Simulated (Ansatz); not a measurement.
Take an 8-atom supercell of ZnSe in the zinc blende structure (space group F-43m, No. 216; a = 5.666 Å) at its relaxed geometry as the base.

Method: r2SCAN, PAW, 500 eV (Ansatz, an electronic-structure program; scalar-relativistic without spin-orbit coupling), earlier PAW set.

Before the change:

The pressure comes out as 0.0 GPa.

The change: one Zn atom is replaced by Se, atoms relaxed at fixed cell, starting from a slightly rattled geometry.

Tabulated Pauling electronegativity and covalent radius: Zn 1.65, 1.22 Å; Se 2.55, 1.20 Å.

Q: What happens to the pressure?

A: The pressure goes from zero to 3.7 GPa.

Q: Estimate the effect on the shift of the substituted atom off its lattice site.

A: The shift of the substituted atom off its lattice site amounts to 0.86 Å.

Q: What happens to the largest displacement of a host atom from its site in the perfect cell?

A: The largest displacement of a host atom from its site in the perfect cell is 0.28 Å.

The magnetic state is the one reached from the starting moments; the real material's order can differ, and small cells can't hold many antiferromagnetic ones. In so small a cell the defect repeats every few ångströms: this is an ordered compound, not a dilute defect. Starting moments died away, wholly or in part, for Se on a Zn site (antisite); another magnetic solution may exist. The defect cell is spin-polarised and ends with 0.0 μB.
